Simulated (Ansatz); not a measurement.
A relaxation of cell and atoms of IrRh3 (I4/mmm, 4 atoms in the cell) with Ansatz (an electronic-structure program).

Method of the run: LDA (PW92), default PAW files made with PBE (plane waves; Ansatz).

The change in words: atoms on their sites; basis.ecutwfc: 420 eV → 630 eV; relax: default → cell and atoms. Reference geometry:
```yaml
crystal:
  lattice:
    - [-1.91250, 1.91250, 3.83094]
    - [1.91250, -1.91250, 3.83094]
    - [1.91250, 1.91250, -3.83094]
  atoms:
    - { symbol: Ir, position: [0.00653, 0.00653, 0.00000] }
    - { symbol: Rh, position: [0.75000, 0.25000, 0.50000] }
    - { symbol: Rh, position: [0.25000, 0.75000, 0.50000] }
    - { symbol: Rh, position: [0.50000, 0.50000, 0.00000] }
```

Reference input (self-consistent single point, DFT, LDA (PW92), plane waves, default PAW files made with PBE): basis.ecutwfc = 420 eV; kpoints.mp_grid.grid = 8 8 8; hamiltonian.xc = lda; hamiltonian.pseudopotentials = {kind: paw} (the program's default PAW files); scf.occupations.method = fermi_dirac; scf.occupations.width = 0.1 eV. This run's input differs from it in these lines:

Ansatz 0.2 input:
```diff
@@ -6,3 +6,3 @@
   atoms:
-    - { symbol: Ir, position: [0.006526, 0.006526, 0.000000] }
+    - { symbol: Ir, position: [0.000000, 0.000000, 0.000000] }
     - { symbol: Rh, position: [0.750000, 0.250000, 0.500000] }
@@ -11,3 +11,3 @@
 basis:
-  ecutwfc: 420.0
+  ecutwfc: 630.0
 kpoints:
@@ -19,2 +19,4 @@
   occupations: { method: fermi_dirac, width: 0.1 }
+relax:
+  cell: {}
 output:
```

Output (repeated stretches shortened):

```
   [... SCF lines of the steps left out ...]
relax step   1: F+E_penalty+E_count = -30499.38447777 eV  Δ(F+E_penalty+E_count) = +0.000e0 eV  max|allowed force component| = 7.589e-19 eV/Å  Δτ_max = 0.0000 Å  P = -13.979 GPa  Ω = 56.049 Å³  (6 SCF iters, dr2 threshold 1.00e-7 eV, accepted)
relax step   2: F+E_penalty+E_count = -30499.27651775 eV  Δ(F+E_penalty+E_count) = +1.080e-1 eV  max|allowed force component| = 1.301e-18 eV/Å  Δτ_max = 0.0000 Å  P = +24.143 GPa  Ω = 50.332 Å³  energy of the carried Pulay correction = +4.476e-4 eV  [...]
   [... lines left out ...]
relax step   4: F+E_penalty+E_count = -30499.50109717 eV  Δ(F+E_penalty+E_count) = -1.826e-3 eV  max|allowed force component| = 4.066e-20 eV/Å  Δτ_max = 0.0000 Å  P = -0.034 GPa  Ω = 53.509 Å³  energy of the carried Pulay correction = +1.890e-4 eV  [...]
relax step   5: F+E_penalty+E_count = -30499.50091338 eV  Δ(F+E_penalty+E_count) = +1.838e-4 eV  max|allowed force component| = 6.505e-19 eV/Å  Δτ_max = 0.0000 Å  P = -0.035 GPa  Ω = 53.509 Å³  stress off target by 3.80e-2 GPa  SCF on the basis [...]
basis re-selected at this cell: Δ(F+E_penalty+E_count) = +1.838e-4 eV, ΔP = -0.001 GPa vs the last step
the relaxation is at rest under the 16 symmetry operations that the run kept from its start: a minimum is not shown …
Stability not checked: this state was not tested for a lower state beside it, because too few of the mixer's solves of this state at the end of the SCF gave a …
Free energy (F): -30499.500913 eV
Internal energy: -30499.350652 eV  (E = F + TS)
   [... lines left out ...]
Fermi energy:    23.951636 eV
  cell:  # Å, volume = 53.5093 Å³
   [... lines left out ...]
    - [1.8836303635117067, 1.8836303635117067, -3.770317419924935]
  atoms:
    - { symbol: Ir, position: [-1.534210181177699e-39, -7.529071846806633e-38, -7.375650828688863e-38] }
    - { symbol: Rh, position: [0.75, 0.24999999999999997, 0.49999999999999994] }
    - { symbol: Rh, position: [0.24999999999999997, 0.75, 0.49999999999999994] }
    - { symbol: Rh, position: [0.5, 0.5, 0.0] }
```

The run converged.  The full log also holds: “iter 4 did not close the SCF: its close was put off for the readings that it lacked (scf_convergence_deferred on its scf_iter line)”. The full log also holds: “iter 5 did not close the SCF: its close was put off for the readings that it lacked (scf_convergence_deferred on its scf_iter line)”.

Summary of the result:
Free energy E − TS (on the zero of these files): -30499.5009 eV
Fermi level (on the code's own zero): 23.95 eV
Pressure: -0.03 GPa
Final cell: a = b = c = 4.616 Å, α = β = 131.84°, γ = 70.48°
Final volume per atom: 13.38 Å³
Relaxation steps: 5

The starting cell comes from a database of computed structures (which also holds hypothetical and non-ambient phases and stackings), without a prior relaxation at this level. Its lattice was rescaled by up to half a per cent. Spin polarisation is off. The relaxation keeps the symmetry of its start, so its end need not be a minimum. Ansatz's pressure includes its estimate of the finite-basis (Pulay) stress.

Cost on one core of a shared machine: roughly 50 s.
